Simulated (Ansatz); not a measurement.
A self-consistent single point of Rh (Fm-3m, 1 atom in the cell) with Ansatz (a quantum-chemistry and plane-wave program).

Level of theory: PBE, harder PAW files (source: ansatz) (plane waves; Ansatz).

```
Rh
1.0
    0.00000     1.90950     1.90950
    1.90950     0.00000     1.90950
    1.90950     1.90950     0.00000
Rh
1
Direct
  0.00000   0.00000   0.00000
```

Reference input (self-consistent single point, DFT, PBE, plane waves, default PAW files): basis.ecutwfc = 420 eV; kpoints.mp_grid.grid = 15 15 15; hamiltonian.xc = pbe; hamiltonian.pseudopotentials = {kind: paw} (the program's default PAW files); scf.occupations.method = fermi_dirac; scf.occupations.width = 0.1 eV. This run's input differs from it in these lines:

Ansatz 0.2 input:
```diff
@@ -8,3 +8,3 @@
 basis:
-  ecutwfc: 420.0 eV
+  ecutwfc: 1080.0 eV
 kpoints:
@@ -16,2 +16,3 @@
     kind: paw
+    source: ansatz
 scf:
```

The program printed (abridged):

```
SCF iter   1: F=—  HF=-6404.506821 eV  |F-HF|=—  |Δ(HF+E_count)|=         —  Δρ=1.15e-1  dr2=1.73e0  ethr=3.10e-3  ⟨swp⟩=5.5  Hψ=9191  notcnv=0
all-band conjugate gradients solve this SCF's bands
preconditioner: auto → none
SCF iter   2: F=—  HF=-6404.065612 eV  |F-HF|=—  |Δ(HF+E_count)|=   4.41e-1  Δρ=4.83e-2  dr2=1.76e-1  ethr=3.10e-3  ⟨swp⟩=3.0  Hψ=4382  notcnv=0
SCF iter   3: F=—  HF=-6404.014459 eV  |F-HF|=—  |Δ(HF+E_count)|=   5.12e-2  Δρ=1.50e-2  dr2=9.33e-3  ethr=1.04e-3  ⟨swp⟩=2.7  Hψ=3230  notcnv=0
SCF iter   4: F=—  HF=-6404.013113 eV  |F-HF|=—  |Δ(HF+E_count)|=   1.35e-3  Δρ=1.08e-3  dr2=4.92e-5  ethr=5.49e-5  ⟨swp⟩=1.1  Hψ=1643  notcnv=0
SCF iter   5: F=—  HF=-6404.013133 eV  |F-HF|=—  |Δ(HF+E_count)|=   1.99e-5  Δρ=1.92e-4  dr2=1.51e-6  ethr=2.90e-7  ⟨swp⟩=2.1  Hψ=2578  notcnv=0
SCF iter   6: F=-6404.013133 eV  HF=-6404.013133 eV  |F-HF|=1.71e-10  |Δ(HF+E_count)|=   3.42e-7  Δρ=8.96e-6  dr2=2.23e-9  ethr=5.88e-10  ⟨swp⟩=7.0  Hψ=8501  notcnv=0
SCF 1 converged in 6 iterations: F = -6404.013133 eV  dr2 = 2.23e-9
Free energy (F): -6404.013133 eV
Internal energy: -6403.968237 eV  (E = F + TS)
E sigma→0 (E₀):  -6403.990685 eV
Entropy (-TS):   -0.044896 eV (-44.896 meV/atom)
Fermi energy:    21.812780 eV
--- Forces (eV/Å), atoms counted from 1 ---
  atom   1  Rh    -0.00000000    -0.00000000    -0.00000000
--- Stress (GPa, compression-positive) ---
        2.614559      -0.000000      -0.000000
       -0.000000       2.614559      -0.000000
       -0.000000      -0.000000       2.614559
  P = ⅓ Tr σ = 2.6146 GPa (26.146 kbar)
  The stress holds the Pulay correction. Without it, at fixed plane waves, as pw.x and ABINIT print it: P = 2.6117 GPa
```

The run converged in 6 iterations. Against the reference run the pressure moves little (2.62 to 2.61 GPa).

The starting cell has typed, rounded lattice constants, without a prior relaxation at this level. Its lattice was rescaled by up to half a per cent. Spin polarisation is off. Ansatz's pressure includes its estimate of the finite-basis (Pulay) stress.
